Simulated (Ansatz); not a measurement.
Input and output of a relaxation of cell and atoms for LaGa3Pd2 (P6/mmm, 6 atoms in the cell) (Ansatz, an electronic-structure program).

Computed with PBEsol, PAW files made with PBE (plane waves; Ansatz).

```xyz
6
Lattice="5.4437 0.0000 0.0000 -2.7218 4.7144 0.0000 0.0000 0.0000 4.2902" Properties=species:S:1:pos:R:3 pbc="T T T"
La     0.0000     0.0000     0.0000
Ga     2.7218     0.0000     2.1451
Ga     1.3609     2.3572     2.1451
Ga    -1.3609     2.3572     2.1451
Pd     2.7218     1.5715     0.0000
Pd     0.0000     3.1429     0.0000
```

Reference input (self-consistent single point, DFT, PBEsol, plane waves, PAW files made with PBE): basis.ecutwfc = 420 eV; kpoints.mp_grid.grid = 6 6 7; hamiltonian.xc = pbesol; hamiltonian.pseudopotentials = {kind: paw} (the program's default PAW files); scf.occupations.method = gaussian; scf.occupations.width = 0.05 eV. This run's input differs from it in these lines:

```diff
@@ -21,2 +21,4 @@
   occupations: { method: gaussian, width: 0.05 eV }
+relax:
+  cell: {}
 output:
```

Output (repeated stretches shortened):

```
   [... SCF lines of the steps left out ...]
relax step   1: F+E_penalty+E_count = -31209.24271410 eV  Δ(F+E_penalty+E_count) = +0.000e0 eV  max|allowed force component| = 5.551e-17 eV/Å  Δτ_max = 0.0000 Å  P = -2.648 GPa  Ω = 110.102 Å³  (14 SCF iters, dr2 threshold 1.00e-7 eV, accepted)
relax step   2: F+E_penalty+E_count = -31209.26104866 eV  Δ(F+E_penalty+E_count) = -1.833e-2 eV  max|allowed force component| = 2.776e-17 eV/Å  Δτ_max = 0.0000 Å  P = +1.495 GPa  Ω = 106.045 Å³  energy of the carried Pulay correction = +9.563e-4 eV  [...]
   [... lines left out ...]
relax step   4: F+E_penalty+E_count = -31209.26737813 eV  Δ(F+E_penalty+E_count) = -3.375e-5 eV  max|allowed force component| = 3.701e-17 eV/Å  Δτ_max = 0.0000 Å  P = -0.002 GPa  Ω = 107.410 Å³  energy of the carried Pulay correction = +6.305e-4 eV  [...]
relax step   5: F+E_penalty+E_count = -31209.26671785 eV  Δ(F+E_penalty+E_count) = +6.603e-4 eV  max|allowed force component| = 2.776e-17 eV/Å  Δτ_max = 0.0000 Å  P = +0.001 GPa  Ω = 107.410 Å³  stress off target by 3.14e-3 GPa  SCF on the basis [...]
basis re-selected at this cell: Δ(F+E_penalty+E_count) = +6.603e-4 eV, ΔP = +0.003 GPa vs the last step
the relaxation is at rest under the 24 symmetry operations that the run kept from its start: a minimum is not shown …
Free energy (F): -31209.266718 eV
Internal energy: -31209.266252 eV  (E = F + TS)
E sigma→0 (E₀):  -31209.266485 eV
Entropy (-TS):   -0.000466 eV (-0.078 meV/atom)
Fermi energy:    14.566079 eV
--- Forces (eV/Å), atoms counted from 1 ---
  atom   1  La     0.00000000     0.00000000     0.00000000
   [... zero for the other atoms too ...]
   [... lines left out ...]
  cell:  # Å, volume = 107.4105 Å³
   [... lines left out ...]
    - [0.0, 0.0, 4.277546157548648]
  atoms:
    - { symbol: La, position: [1.1131212826288435e-35, 3.7589855837237046e-36, 0.0] }
    - { symbol: Ga, position: [0.5, -9.858471625237647e-36, 0.5] }
    - { symbol: Ga, position: [0.5, 0.5, 0.5] }
    - { symbol: Ga, position: [0.0, 0.5, 0.5] }
    - { symbol: Pd, position: [0.6666666666666666, 0.3333333333333333, 0.0] }
    - { symbol: Pd, position: [0.3333333333333333, 0.6666666666666666, 0.0] }
```

The run converged. 

Summary of the result:
- Free energy E − TS (on the zero of these files) = -31209.2667 eV
- Fermi level (on the code's own zero) = 14.57 eV
- Pressure = 0.00 GPa
- Final cell = a = 5.385 Å, b = 5.385 Å, c = 4.278 Å, α = 90.00°, β = 90.00°, γ = 120.00°
- Final volume per atom = 17.90 Å³
- Relaxation steps = 5

The starting cell comes from a database of computed structures (which also holds hypothetical and non-ambient phases and stackings), without a prior relaxation at this level. Spin polarisation is off. The relaxation keeps the symmetry of its start, so its end need not be a minimum. Ansatz's pressure includes its estimate of the finite-basis (Pulay) stress.

Cost on one core of a shared machine: roughly 50 s.

Keys are those of Ansatz 0.2.
